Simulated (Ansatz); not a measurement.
**CsPbCl3: response to strain**

The reference is CsPbCl$_{3}$ in the cubic perovskite structure (space group Pm-3m, No. 221).

```yaml
crystal:
  lattice:
    - [5.67350, 0.00000, 0.00000]
    - [0.00000, 5.67350, 0.00000]
    - [0.00000, 0.00000, 5.67350]
  atoms:
    - { symbol: Cs, position: [0.00000, 0.00000, 0.00000] }
    - { symbol: Pb, position: [0.50000, 0.50000, 0.50000] }
    - { symbol: Cl, position: [0.00000, 0.50000, 0.50000] }
    - { symbol: Cl, position: [0.50000, 0.50000, 0.00000] }
    - { symbol: Cl, position: [0.50000, 0.00000, 0.50000] }
```

Cartesian axes are those of the cell as printed.

Strains are applied to the cell and any free atomic positions relax; under biaxial strain the out-of-plane vector relaxes too.

Calculations: r2SCAN/PAW in Ansatz (a first-principles code), spin-orbit coupling left out.

Candidates:
(a) biaxial strain +0.36 %, plane normal [001], relaxed out of plane
(b) strain tensor (xx, yy, zz, yz, xz, xy) = (−0.52, −1.98, −1.23, +0.39, −0.14, +0.62) %
(c) biaxial strain +3.97 %, plane normal [111], relaxed out of plane

Notes on the quantities. energy relative to the base: free energy F.

Question: Order them by energy relative to the base, lowest first.

Answer: (a) biaxial strain +0.36 %, plane normal [001], relaxed out of plane (+0.2 meV/atom), (b) strain tensor (xx, yy, zz, yz, xz, xy) = (−0.52, −1.98, −1.23, +0.39, −0.14, +0.62) % (+5.0 meV/atom), (c) biaxial strain +3.97 %, plane normal [111], relaxed out of plane (+9.1 meV/atom)

Whether these cells are dynamically stable was not tested. Many cubic perovskites are stable only at high temperature; tilts and polar distortions were not tested. This is not the structure that CsPbCl3 has at room temperature and ambient pressure.
